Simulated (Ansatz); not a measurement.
## Response to strain in CdS

Start from CdS in the zinc blende structure (space group F-43m, No. 216; a = 5.8777 Å). Axes: x, y, z lie along the cube axes.

Strains are applied to the cell and any free atomic positions relax.

Method: r2SCAN (Ansatz, a program for electronic structure), no SOC.

Notes on the quantities. energy relative to the base: free energy F; pressure: mean of the normal stresses, compression positive.

```json
[
 {"variant": "base", "energy relative to the base": "0 meV/atom", "band gap": "1.54 eV", "pressure": "0.1 kbar"},
 {"variant": "uniaxial strain ε_zz = +0.50 %", "energy relative to the base": "+0.1 meV/atom", "band gap": "1.53 eV", "pressure": "-2.9 kbar"},
 {"variant": "uniaxial strain ε_zz = +1.00 %", "energy relative to the base": "+0.6 meV/atom", "band gap": "1.51 eV", "pressure": "-5.9 kbar"},
 {"variant": "uniaxial strain ε_zz = +1.50 %", "energy relative to the base": "+1.3 meV/atom", "band gap": "1.49 eV", "pressure": "-8.7 kbar"},
 {"variant": "uniaxial strain ε_zz = +2.00 %", "energy relative to the base": "+2.3 meV/atom", "band gap": "1.48 eV", "pressure": "-11.5 kbar"},
 {"variant": "uniaxial strain ε_zz = +2.50 %", "energy relative to the base": "+3.5 meV/atom", "band gap": "1.46 eV", "pressure": "-14.3 kbar"},
 {"variant": "uniaxial strain ε_zz = +3.00 %", "energy relative to the base": "+5.1 meV/atom", "band gap": "1.44 eV", "pressure": "-16.9 kbar"}
]
```

No phonon test of stability was made.
